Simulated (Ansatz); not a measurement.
**Response to strain in GaN**

Consider GaN in the wurtzite structure (space group P6_3mc, No. 186; a = 3.2184 Å, c = 5.2432 Å). Axes: x lies along a and z along c of the hexagonal cell.

Strains are applied to the cell and any free atomic positions relax.

Calculations: PBE/PAW in Ansatz (an electronic-structure program), no spin-orbit coupling.

Notes on the quantities. energy relative to the base: free energy F.

```tsv
uniaxial strain ε_zz (%)	energy relative to the base (meV/atom)
-3	12.1
-2.4	7.7
-1.8	4.3
-1.2	1.9
-0.6	?
0	0.0
```

Q: Fit ΔE = Aε² + Bε³ (ε in %) to the rows shown and predict the withheld row.

A: Least squares on the printed values gives A = 1.30 and B = -0.014 meV/atom (largest residual 0.0 meV/atom); this predicts 0.5 meV/atom, and the run gives 0.5 meV/atom, in agreement.

Stability against distortions was not tested.
